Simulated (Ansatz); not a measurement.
Effect of H interstitial (started 2.09 Å from the nearest host atom), symmetric start on BeS

Take a 24-atom supercell of BeS in the zinc blende structure (space group F-43m, No. 216; a = 4.838 Å) at its relaxed geometry as the base.

Perturbation: a neutral H interstitial (started 2.09 Å from the nearest host atom), symmetric start, atoms relaxed at fixed cell.

Level of theory: DFT with PBEsol, PAW potentials and a 420 eV plane-wave cutoff in Ansatz (a first-principles code), no spin-orbit coupling. Γ-centred 4×3×4 mesh, Fermi–Dirac width 0.01 eV.

The pressure goes from zero to 0.9 GPa and the gap of the supercell shrinks by 2.384 eV, from 2.91 eV to 0.52 eV. The largest displacement of a host atom from its site in the perfect cell amounts to 0.04 Å.

The magnetic state is the one reached from the starting moments; the real material's order can differ, and small cells can't hold many antiferromagnetic ones. In so small a cell the defect repeats every few ångströms: this is an ordered compound, not a dilute defect. The defect started on the symmetric site and kept its symmetry, so it may sit on a saddle. Where the two band edges lie in opposite spin channels, the gap is a spin-flip gap. The defect cell is spin-polarised and ends with 1.0 μB.
